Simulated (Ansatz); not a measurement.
Rock-salt LaTe was calculated with rVV10 in Ansatz (plane waves, PAW).

Settings: plane-wave cutoff 520 eV, 16×16×16 k mesh, Fermi–Dirac smearing 0.05 eV, scalar-relativistic PAW data made under PBE.

A third-order Birch–Murnaghan fit to the energies gives V0 = 34.851 Å³/atom, B0 = 54.9 GPa, B′ = 4.5.

```tsv
V (Å³/atom)	P (GPa)
32.760	___
33.457	___
34.154	1.16
34.851	0.00
35.548	___
36.245	___
36.942	-2.81
```

Q: Estimate the withheld pressures from this fit; the answers are the runs' own values.

A: 
- 32.760, P (GPa): 3.90
- 33.457, P (GPa): 2.46
- 35.548, P (GPa): -1.04
- 36.245, P (GPa): -1.97

The formula P = (3/2) B0 (x^(7/3) − x^(5/3)) [1 + (3/4)(B′ − 4)(x^(2/3) − 1)] with x = V0/V meets the computed pressures within 0.01 GPa when these rounded values are put in.

Spin–orbit coupling is not included; it can open a gap where bands touch, and shift volumes and moduli.

Cost on a shared machine: roughly 3 core-minutes.

Ansatz is an electronic-structure program.
